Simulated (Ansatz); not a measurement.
Band structure of ZnInGaO₄ (R3m, 7 atoms in the cell).

```yaml
crystal:
  lattice:
    - [1.64552, 0.95004, 8.67957]
    - [-1.64552, 0.95004, 8.67957]
    - [0.00000, -1.90009, 8.67957]
  atoms:
    - { symbol: In, position: [0.00000, 0.00000, 0.00000] }
    - { symbol: Ga, position: [0.78290, 0.78290, 0.78290] }
    - { symbol: Zn, position: [0.21710, 0.21710, 0.21710] }
    - { symbol: O, position: [0.87180, 0.87180, 0.87180] }
    - { symbol: O, position: [0.12820, 0.12820, 0.12820] }
    - { symbol: O, position: [0.70720, 0.70720, 0.70720] }
    - { symbol: O, position: [0.29280, 0.29280, 0.29280] }
```

Computed with PBE with spin-orbit coupling (plane waves, PAW; Ansatz, an electronic-structure program).

Settings: kpoints.mp_grid.grid = 8 8 8; hamiltonian.xc = pbe; hamiltonian.pseudopotentials = {kind: paw} (the program's default PAW files); magnetization.noncollinear = true; magnetization.spin_orbit = true; scf.occupations.method = gaussian; scf.occupations.width = 0.136 eV; kpoints.band_path.path = [[0.0, 0.0, 0.0], [0.5, 0.0, 0.0], [0.5, 0.17465395, -0.17465395]]; kpoints.band_path.npoints = 10.

The starting cell was generated: these elements placed on a structure prototype, without a prior relaxation; it need not be a known phase or ordering of this composition. Its lattice was rescaled by a random factor within 2.5 % of one. The run gives no clean gap (levels at the Fermi energy touch, overlap or are partly filled at this smearing), which alone does not show that the compound is a metal.

Levels in eV from the Fermi level, bands 59 to 66:
| point | 59 | 60 | 61 | 62 | 63 | 64 | 65 | 66 |
|---|---|---|---|---|---|---|---|---|
| Γ | -0.24 | -0.24 | -0.14 | -0.14 | -0.07 | -0.07 | 2.64 | 2.64 |
| L | -1.41 | -1.41 | -0.94 | -0.94 | 3.34 | 3.34 | 4.22 | 4.22 |
| B1 | -1.40 | -1.39 | -1.08 | -1.07 | 4.93 | 4.95 | 5.46 | 5.46 |

Bands cross the Fermi level along this path, so the cell is metallic at this level.

The net moment of the cell came out as 0.00 μB.

Keys are those of Ansatz 0.2.
